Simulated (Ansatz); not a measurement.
A periodic model of amorphous Si₃₀N₄₁Gd:

```xyz
72
Lattice="9.3546 0.0000 0.0000 0.0000 9.3546 0.0000 0.0000 0.0000 9.3546" Properties=species:S:1:pos:R:3 pbc="T T T"
Si     5.9313     4.1992     1.3543
Si     2.3548     5.8486     9.1508
Si     8.7756     8.9941     0.2707
Si     1.1099     5.7072     4.1965
Si     8.5818     5.9984     0.1568
Si     5.3861     6.0322     3.6331
Si     0.7437     4.3449     7.0742
Si     3.1593     5.9795     5.9806
Si     5.6479     8.9011     3.8319
Si     5.6474     1.0142     1.4333
Si     0.9654     0.6397     7.4947
Si     1.8076     3.0415     0.0060
Si     7.8466     4.7641     3.2221
Si     5.4216     3.9673     5.3114
Si     8.4776     0.5540     4.8700
Si     7.2209     1.2182     8.3235
Si     4.4447     4.1744     8.1925
Si     4.0127     1.1591     8.3797
Si     3.1547     7.2407     2.5101
Si     2.5429     8.9154     0.9208
Si     8.1317     3.0095     5.1631
Si     8.0849     2.9525     0.8673
Si     3.6736     1.7385     3.9055
Si     5.6989     1.3064     6.0114
Si     7.3098     4.3308     7.6267
Si     1.5646     8.5824     4.4516
Si     8.2703     7.5195     3.0621
Si     0.8102     2.8750     2.9993
Si     3.1643     4.4105     2.4062
Si     3.4790     9.0665     5.8710
N      0.1563     4.4739     3.4772
N      6.8822     3.8273     4.3058
N      2.7008     0.6105     4.6567
N      2.1213     8.5917     2.5799
N      5.2302     4.9768     0.0802
N      3.4774     5.6532     7.7122
N      4.6710     5.5231     5.1414
N      5.0182     0.9173     3.0308
N      2.5503     5.7982     3.2141
N      5.5992     1.1132     7.7128
N      7.1239     6.2761     3.4366
N      3.0875     7.1806     0.6799
N      6.4137     2.5735     1.4814
N      5.2106     9.0598     5.5219
N      0.3426     7.2448     4.0086
N      5.7385     3.9684     7.0101
N      4.1629     0.3625     0.5567
N      7.4733     8.9200     3.7407
N      7.3826     1.5511     5.8003
N      7.3943     5.9310     8.3189
N      8.5328     4.1936     6.3665
N      4.6106     2.4570     5.2124
N      4.8802     4.6888     2.6245
N      1.0987     2.7697     7.8019
N      4.8214     7.5347     3.0616
N      7.7513     4.6427     1.4186
N      1.1721     0.0527     9.3459
N      0.4244     2.6154     1.2867
N      8.6255     7.4420     1.1918
N      0.7109     5.5714     8.5466
N      7.0642     0.2961     0.5666
N      0.4621     9.2898     5.7539
N      9.1366     2.0266     4.0915
N      2.6063     2.8964     3.0831
N      1.6852     5.0841     5.7493
N      7.6899     2.8940     8.5755
N      8.5910     0.2388     7.9959
N      2.4125     4.4837     0.8475
N      2.7495     7.5722     5.4648
N      2.8839     0.3181     7.3747
N      3.5618     2.7635     8.7495
Gd     5.3956     7.0878     8.7630
```

Level of theory: PBE, scalar-relativistic without spin-orbit coupling (plane waves to 420 eV, PAW; Ansatz, a first-principles code). In the spin-polarised cell the level spacing at the Fermi energy can part levels of unlike spin.

It comes from a melt-quench run on a machine-learned potential (CHGNet), relaxed afterwards by DFT. N atoms were pushed apart under 1.9 Å during the dynamics, to hinder bonds among them. The hot cell started wider than the set density and was brought back towards it in steps. It is the lowest in DFT energy of 2 quenches. It is a model cell: composition and starting density were chosen by hand, and all elements were melted together. No dispersion term was used. Its density started from a set value of 3.19 and ended at 3.19 g/cm³. The quench (nominally 450 K/ps over its main leg) was far faster than any real one, so the model tends to hold more defects than a real film. One small periodic cell is one sample of the glass; other quenches scatter about these values. The volume was held where the preparation left it, at a PBE pressure of -0.7 GPa (tension). Stress components on the final sampling reach 5.5 GPa.

Neighbours within Si-Si 2.60 Å, Si-N 2.24 Å, Si-Gd 3.38 Å, N-N 1.70 Å, N-Gd 2.94 Å, Gd-Gd 4.31 Å count as bonded. Two cations that share two anions don't count as bonded, nor two that share one unless they lie closer than Si-Si 2.38 Å, Si-Gd 3.28 Å, Gd-Gd 4.19 Å.

Question: Give the coordination numbers, mean bond lengths and angles.

Answer: 
| Item | Value |
|---|---|
| Mean coordination of Si by anions | 4.07 (28 with 4, 2 with 5) |
| Mean coordination of N | 3.07 (38 with 3, 3 with 4) |
| Mean coordination of Gd by anions | 4.00 (1 with 4) |
| Mean Si-N bond | 1.776 Å (spread 0.075 Å, 122 counted) |
| Mean N-Gd bond | 2.456 Å (spread 0.176 Å, 4 counted) |
| Bond angle at Si | mean 109.1°, spread 13.7° |
| Bond angle at N | mean 116.7°, spread 15.0° |
| Bond angle at Gd | mean 88.6°, spread 30.4° |

Question: Which atoms depart from the most common coordination of their element?

Answer: Si11 has 5 (N67 1.84 Å, N62 1.94 Å, N70 1.95 Å, N57 1.95 Å, N54 2.16 Å); Si26 has 5 (N33 1.80 Å, N62 1.85 Å, N69 1.86 Å, N45 1.87 Å, N34 1.95 Å); N36 has 4 (Si8 1.79 Å, Si17 1.83 Å, Si2 1.84 Å, Gd72 2.62 Å); N42 has 4 (Si2 1.76 Å, Si19 1.83 Å, Si20 1.83 Å, Gd72 2.64 Å); N56 has 4 (Si22 1.81 Å, Si13 1.81 Å, Si1 1.87 Å, Si5 2.03 Å).

Question: List the pairs of like atoms that count as bonded by the rules above.

Answer: There are none by these rules.

Question: What Bader charges do the atoms carry, from a run on the zone centre alone?

Answer: Means (range): Si +3.06 e (+2.87 to +3.12), N -2.29 e (-2.37 to -2.14), Gd +2.01 e (+2.01 to +2.01).
```csv
atom,charge (e)
Si1,+3.09
Si2,+3.06
Si3,+2.94
Si4,+3.12
Si5,+2.97
Si6,+3.11
Si7,+3.03
Si8,+3.10
Si9,+3.08
Si10,+3.05
Si11,+2.87
Si12,+2.96
Si13,+3.10
Si14,+3.11
Si15,+3.06
Si16,+3.07
Si17,+3.07
Si18,+3.12
Si19,+3.08
Si20,+3.03
Si21,+3.08
Si22,+3.02
Si23,+3.11
Si24,+3.10
Si25,+3.10
Si26,+3.05
Si27,+3.06
Si28,+3.07
Si29,+3.11
Si30,+3.10
N31,-2.34
N32,-2.34
N33,-2.33
N34,-2.27
N35,-2.16
N36,-2.27
N37,-2.34
N38,-2.33
N39,-2.35
N40,-2.37
N41,-2.35
N42,-2.28
N43,-2.29
N44,-2.35
N45,-2.28
N46,-2.32
N47,-2.30
N48,-2.28
N49,-2.33
N50,-2.14
N51,-2.32
N52,-2.32
N53,-2.33
N54,-2.18
N55,-2.34
N56,-2.33
N57,-2.19
N58,-2.24
N59,-2.26
N60,-2.23
N61,-2.24
N62,-2.17
N63,-2.29
N64,-2.31
N65,-2.31
N66,-2.34
N67,-2.24
N68,-2.32
N69,-2.32
N70,-2.27
N71,-2.28
Gd72,+2.01
```
